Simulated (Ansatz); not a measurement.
SiC (F-43m), PBE with spin-orbit coupling, rigid bands run with Ansatz (an electronic-structure program): N_c = 1.47e19 cm⁻³ at 300 K and an electron conductivity mass of 0.300 mₑ.

Problem. For 1e17 electrons per cm³ at 300 K, place the Fermi level, estimate the Seebeck coefficient of a parabolic band with constant τ, and give mobility and conductivity for τ = 5 fs.

Solution. The level lies k_BT ln(N_c/n) = 0.129 eV below the conduction-band minimum. S ≈ −(k_B/e)[ln(N_c/n) + 5/2] = -645 μV/K, against -642 μV/K from the full bands (mean over directions). μ = eτ/m = 29.3 cm²/(V·s) and σ = neμ = 0.470 S/cm. τ is assumed, not computed.

Band transport and this doping are assumed; polarons and phonon drag are left out. Geometry: cell and atoms relaxed with PBEsol.
